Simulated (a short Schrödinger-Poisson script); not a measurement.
Structure: gated Al0.33Ga0.67N/GaN polarisation-induced gas, at 300 K.

```tsv
layer	material	thickness (nm)	Na (cm⁻³)
1	Al0.33Ga0.67N	10	-
2	GaN	6000	4e14
```

Constants are typed, rounded textbook-type inputs, not results; the design itself was drawn at random and stands for no fabricated device. Al0.33Ga0.67N: permittivity 9.3, conduction-band edge (eV) 0.462, gap (eV) 4.09, electron mass (mₑ) 0.24, Nv at 300 K (cm⁻³) 4.6e19. GaN: permittivity 9.5, conduction-band edge (eV) 0, gap (eV) 3.43, Nv at 300 K (cm⁻³) 4.6e19.

Channel valleys (confinement mass, in-plane density-of-states mass, number): Γ 0.2, 0.2, 1. At the gate the conduction-band edge of layer 1 lies 1.27 eV − eVg above the Fermi level of the channel; the field vanishes at the back. Sheet of polarisation charge: +1.6e13 e/cm² at 10 nm from the gate. The barrier under the gate holds no holes. Gaps are held at their typed values at every temperature. Mesh 0.08 nm at interfaces.

Solved with a short Schrödinger-Poisson script written for these runs: 1D Poisson equation in equilibrium, electrons quantum, Hartree (BenDaniel-Duke, 40 states a valley, the channel's in-plane mass for all, wave functions free to enter the barrier), parabolic valleys, classical holes, full ionisation, no traps, pinning or gate leakage.

The same stack at other levels of the model or other numerical settings:

| run | sheet density of all electrons at Vg = 0.5 V (cm⁻²) | sheet density of all electrons at Vg = -1.5 V (cm⁻²) | capacitance at Vg = 0.5 V (μF/cm²) | centroid of the channel electrons at Vg = 0.5 V (nm) | rough cost against the base |
|---|---|---|---|---|---|
| base | 1.23e13 | 3.18e12 | 0.757 | 2.14 | about 1 |
| electrons treated as classical, Boltzmann | 1.35e13 | 3.60e12 | 0.804 | 0.87 | 0.02 |
| electrons treated as classical, Fermi-Dirac | 1.23e13 | 3.36e12 | 0.732 | 1.88 | 0.1 |
| electrons treated as quantum, Hartree plus LDA exchange-correlation | 1.25e13 | 3.31e12 | 0.762 | 1.94 | 2 |
| mesh six times as coarse | 1.23e13 | 3.18e12 | 0.758 | 2.07 | 0.2 |
| one subband a valley | 1.22e13 | 3.15e12 | 0.751 | 1.48 | 0.5 |

The classical rows ignore confinement, and Boltzmann statistics overrate the density once the band edge passes the Fermi level.
